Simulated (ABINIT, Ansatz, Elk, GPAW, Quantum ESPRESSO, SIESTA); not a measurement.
GaFe3 (Pm-3m, 4 atoms in the cell) computed with different codes at matched settings

Self-consistent single point.

```yaml
crystal:
  lattice:
    - [3.63803, 0.00000, 0.00000]
    - [0.00000, 3.63803, 0.00000]
    - [0.00000, 0.00000, 3.63803]
  atoms:
    - { symbol: Ga, position: [0.00000, 0.00000, 0.00000] }
    - { symbol: Fe, position: [0.00000, 0.50000, 0.50000], spin: 4.0 }
    - { symbol: Fe, position: [0.50000, 0.00000, 0.50000], spin: 4.0 }
    - { symbol: Fe, position: [0.50000, 0.50000, 0.00000], spin: 4.0 }
```
(The spins are starting values, not results.)

Shared settings, as Ansatz (a program for electronic structure) writes them: kpoints.mp_grid.grid = 6 6 6; scf.occupations.method = gaussian; scf.occupations.width = 0.02 Ry. Potentials and cutoffs stand in the table.

```
code                                                                                                                                      model  pressure (GPa)  size of the net moment (μB/atom)       cutoff
----------------  -----------------------------------------------------------------------------------------------------------------------------  --------------  --------------------------------  -----------
Elk                                           PBEsol, all-electron FP-LAPW, Elk's shipped species files, APW+lo basis with extra local orbitals               –                              1.71   rgkmax 7.5
Ansatz                                                                                                          PBEsol, PAW files made with PBE           -6.34                              1.71      default
ABINIT                                                                                       PBEsol, PAW (JTH v2.0 PBE PAW, files made for PBE)           -6.63                              1.71        30 Ha
Quantum ESPRESSO                                                                           PBEsol, SSSP 1.1.2 efficiency (PBE) pseudopotentials           -7.57                              1.71        75 Ry
GPAW                                                                                      PBEsol, GPAW PAW datasets PBEsol (made by gpaw-setup)           -4.06                              1.71       800 eV
SIESTA            GGA PBEsol, numerical atomic orbitals DZP, PseudoDojo PBEsol standard norm-conserving potentials (rewritten from UPF to PSML)           -6.71                              1.74  grid 350 Ry
```

A dash marks a value that a program does not give, or that is left out as unsure.

On Ansatz's run: the magnetic order is the one reached from the typed start; others were not searched systematically.

The spread over the programs that give each value: pressure within 3.51 GPa; size of the net moment within 0.03 μB/atom.

SIESTA uses small atom-centred bases, whose incompleteness enters pressures, forces and empty levels differently from a plane-wave cutoff. Elk treats all electrons, but the usual bases taken here (sphere radii, linearisation, local orbitals, empty states) were not tested for convergence, so the values are no reference for the others. Ansatz's pressure is given at a fixed set of plane waves, as the other plane-wave codes print theirs; with its correction for the finite basis it is -6.22 GPa. In the pressure, Quantum ESPRESSO (by 1.08) and GPAW (by 2.42) lie more than 1 GPa from the median of the plane-wave programs.

The starting cell comes from a database of computed structures (which also holds hypothetical and non-ambient phases and stackings), without a prior relaxation at this level.

Keys are those of Ansatz 0.2.
